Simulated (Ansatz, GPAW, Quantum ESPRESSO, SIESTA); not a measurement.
# Code comparison for CoSi2 (Fm-3m, 3 atoms in the cell)

Self-consistent single point, at a second geometry (lattice scaled by 0.98). First geometry:

```
CoSi2
1.0
    0.00000     2.68000     2.68000
    2.68000     0.00000     2.68000
    2.68000     2.68000     0.00000
Co Si
1 2
Cartesian
  0.00000   0.00000   0.00000
  1.34000   1.34000   1.34000
  4.02000   4.02000   4.02000
```

Shared settings, as Ansatz (a quantum-chemistry and plane-wave program) writes them: kpoints.mp_grid.grid = 14 14 14; scf.occupations.method = gaussian; scf.occupations.width = 0.272 eV. Potentials and cutoffs stand in the table.

| code | model | ΔF from the first geometry (meV/atom) | pressure (GPa) | cutoff |
|---|---|---|---|---|
| SIESTA | GGA PBE, numerical atomic orbitals DZP, PseudoDojo PBE standard norm-conserving potentials (rewritten from UPF to PSML) | 22.6 | 10.86 | grid 400 Ry |
| Ansatz | PBE, default PAW files | 28.1 | 12.44 | 420 eV |
| GPAW | PBE, GPAW PAW datasets PBE (gpaw-data 1.0.1) | 35.2 | 14.16 | 800 eV |
| Quantum ESPRESSO | PBE, PSlibrary ultrasoft (PBE) pseudopotentials | 30.0 | 12.51 | 50 Ry |

For Quantum ESPRESSO (by 0.4 GPa) the energy change implies a higher mean pressure, against the two pressures, than for the other programs: a sign of finite-basis (Pulay) stress.

On Ansatz's run: spin polarisation is off.

The spread over the programs that give each value: ΔF from the first geometry within 12.6 meV/atom; pressure within 3.30 GPa.

SIESTA uses small atom-centred bases, whose incompleteness enters pressures, forces and empty levels differently from a plane-wave cutoff. Ansatz's pressure is given at a fixed set of plane waves, as the other plane-wave codes print theirs; with its correction for the finite basis it is 12.51 GPa. In the pressure, SIESTA (by 1.65) and GPAW (by 1.66) lie more than 1 GPa from the median of the plane-wave programs.

The starting cell has typed, rounded lattice constants, without a prior relaxation at this level. For this run, on top of that: lattice scaled by 0.98.

Left out of this page: Elk and FLEUR (not drawn, or without a comparable value).

Keys are those of Ansatz 0.2.
